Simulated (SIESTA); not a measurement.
A self-consistent single point of Pb (Fm-3m, 1 atom in the cell) with SIESTA.

Computed with GGA PBEsol, numerical atomic orbitals TZP, PseudoDojo PBEsol standard norm-conserving potentials (rewritten from UPF to PSML) run with SIESTA.

```xyz
1
Lattice="0.0000 2.5197 2.5197 2.5197 0.0000 2.5197 2.5197 2.5197 0.0000" Properties=species:S:1:pos:R:3 pbc="T T T"
Pb     0.0000     0.0000     0.0000
```

Reference input (self-consistent single point, DFT, GGA PBE, numerical atomic orbitals TZP, PseudoDojo PBE standard norm-conserving potentials (rewritten from UPF to PSML)): XC.functional = GGA; XC.authors = PBE; potentials = PseudoDojo PBE standard; PAO.BasisSize = TZP; PAO.EnergyShift = 0.01 Ry; MeshCutoff = 300 Ry; kgrid.MonkhorstPack = 8 8 8; OccupationFunction = FD; ElectronicTemperature = 0.1 eV; MaxSCFIterations = 150; SCF.Mixer.Method = Pulay; SCF.Mixer.Weight = 0.1. This run's input differs from it in these lines:

```diff
@@ -1,2 +1,2 @@
-# files in the folder: Pb.psml (PseudoDojo PBE standard)
+# files in the folder: Pb.psml (PseudoDojo PBEsol standard)
 SystemName  Pb
@@ -21,3 +21,3 @@
 XC.functional                GGA
-XC.authors                   PBE
+XC.authors                   PBEsol
 PAO.BasisSize                TZP
```

Output (repeated stretches shortened):

```
        iscf     Eharris(eV)        E_KS(eV)     FreeEng(eV)     dDmax    Ef(eV) dHmax(eV)
   scf:    1    -1898.920735    -1897.752981    -1897.767122  0.999997 -3.149037  2.866332
   scf:    2    -1897.848581    -1897.801364    -1897.815280  0.024720 -3.186017  2.452380
   scf:    3    -1898.020370    -1897.928578    -1897.941417  0.117086 -3.400142  0.048743
   scf:    4    -1897.927824    -1897.928290    -1897.941068  0.006708 -3.418452  0.133822
   scf:    5    -1897.928832    -1897.928618    -1897.941450  0.005656 -3.410487  0.005067
mix: Pulay -- inversion failed, > SVD [rank/size] 2 / 4
   scf:    6    -1897.928623    -1897.928621    -1897.941450  0.000207 -3.410777  0.000095
mix: Pulay -- inversion failed, > SVD [rank/size] 2 / 5
   scf:    7    -1897.928621    -1897.928621    -1897.941450  0.000004 -3.410783  0.000054
SCF Convergence by DM+H criterion
max |DM_out - DM_in|         :     0.0000044461
max |H_out - H_in|      (eV) :     0.0000540576
SCF cycle converged after 7 iterations

Using DM_out to compute the final energy and forces

siesta: E_KS(eV) =            -1897.9286

siesta: E_KS - E_eggbox =     -1897.9286

siesta: Atomic forces (eV/Ang):
     1   -0.000000   -0.000000   -0.000000
   Tot   -0.000000   -0.000000   -0.000000
   Max    0.000000
   Res    0.000000    sqrt( Sum f_i^2 / 3N )
   Max    0.000000    constrained

Stress tensor Voigt[x,y,z,yz,xz,xy] (kbar):       27.88       27.88       27.88       -0.10       -0.10       -0.10
(Free)E + p*V (eV/cell)    -1898.4983
Target enthalpy (eV/cell)    -1897.9415

siesta: Program's energy decomposition (eV):
siesta: FreeEng =     -1897.941450

siesta: Stress tensor (static) (eV/Ang**3):
   [... lines left out ...]
siesta: Cell volume =         31.994701 Ang**3
siesta:         -27.88492064        -27.88492064  kBar
   [... lines left out ...]
               5dx2-y2 6dxy    6dyz    6dz2    6dxz    6dx2-y2
   1 14.000   1.345  -0.161   0.520   0.382   0.382   0.382  -0.208  -0.208
             -0.208   0.489   0.489   0.489   1.983   1.983   1.991   1.983

              1.991   0.082   0.082   0.066   0.082   0.066

mulliken: Qtot =       14.000

Mulliken Atomic Populations:
Atom #   charge [q] valence [e]  Species
     1     0.000000   14.000000  Pb
 Total     0.000000
```

The run converged in 7 iterations. Against the reference run the pressure goes from -0.28 to -2.79 GPa.

The starting cell comes from a database of computed structures (which also holds hypothetical and non-ambient phases and stackings), without a prior relaxation at this level. Its lattice was rescaled by a random factor within 2.5 % of one. Values carry the incompleteness of an atom-centred basis.
